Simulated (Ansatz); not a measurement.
This Ansatz (a first-principles code) input is the reference run, ZnO in the wurtzite structure (space group P6_3mc, No. 186), computed with Ansatz, PBEsol, PAW, cutoff 420 eV, scalar-relativistic without spin-orbit coupling:

Ansatz 0.2 input:
```yaml
crystal:
  lattice:
    - [3.2299636167, 0, 0]
    - [-1.6149818083, 2.7972305453, 0]
    - [0, 0, 5.2143788516]
  atoms:
    - { symbol: Zn, position: [0.3333333333, 0.6666666667, 0.0015366662] }
    - { symbol: Zn, position: [0.6666666667, 0.3333333333, 0.5015366662] }
    - { symbol: O, position: [0.3333333333, 0.6666666667, 0.3804633338] }
    - { symbol: O, position: [0.6666666667, 0.3333333333, 0.8804633338] }
basis: { ecutwfc: 420, ecutrho_ratio: 4, xc_grid: 2, fft_grid_basis: typed }
kpoints: { mp_grid: { grid: [12, 12, 7] } }
hamiltonian:
  xc: pbesol
  dispersion: none
  pseudopotentials: { kind: paw }
scf: { occupations: { method: fermi_dirac, width: 0.05 }, convergence: { dr2_threshold: 0.0000000004 } }
output: { forces: true, stress: true }
checkpoint: { write: state.ck, write_every: 1000 }
```

### Question
Write the input for this change: the cell is stretched by 3.00 % along x with no lateral relaxation; the atoms relax in the strained cell.

### Answer
Ansatz 0.2 input:
```yaml
crystal:
  lattice:
    - [3.3268625252, 0, 0]
    - [-1.6634312626, 2.7972305453, 0]
    - [0, 0, 5.2143788516]
  atoms:
    - { symbol: Zn, position: [0.3333333333, 0.6666666667, 0.0015366662] }
    - { symbol: Zn, position: [0.6666666667, 0.3333333333, 0.5015366662] }
    - { symbol: O, position: [0.3333333333, 0.6666666667, 0.3804633338] }
    - { symbol: O, position: [0.6666666667, 0.3333333333, 0.8804633338] }
basis: { ecutwfc: 420, ecutrho_ratio: 4, xc_grid: 2, fft_grid_basis: typed }
kpoints: { mp_grid: { grid: [12, 12, 7] } }
hamiltonian:
  xc: pbesol
  dispersion: none
  pseudopotentials: { kind: paw }
scf: { occupations: { method: fermi_dirac, width: 0.05 }, convergence: { dr2_threshold: 0.0000000004 } }
relax: { f_tol: 0.005, max_steps: 50 }
output: { forces: true, stress: true }
checkpoint: { write: state.ck, write_every: 1000 }
```
This is the input that was run.

Stability against distortions was not tested.
